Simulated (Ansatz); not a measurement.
The reference is Hf$_{3}$N$_{4}$ (space group R-3m, No. 166; a = 3.385 Å, c = 24.946 Å (hexagonal axes); a cell from a computed database, its experimental status unchecked).

Levels (all Ansatz, a program for electronic structure, PAW): PBEsol (420 eV, no SOC); HSE06 (420 eV, no spin-orbit coupling).

The geometry is relaxed with PBEsol.

- PBEsol lowest conduction level above the VBM at special points = F 0.98 eV; L 1.37 eV; Γ 1.42 eV

### Question
What does HSE06 give at this geometry for the lowest conduction level above the VBM at special points?

### Answer
The lowest conduction level above the VBM at special points goes from F 0.98 eV; L 1.37 eV; Γ 1.42 eV to F 1.91 eV; L 2.30 eV; Γ 2.45 eV.

Single points use the geometry relaxed with PBEsol. HSE06 gaps are upper bounds (no full band path). The levels and masses belong to the bands next to the band gap. Stability against distortions was not tested.
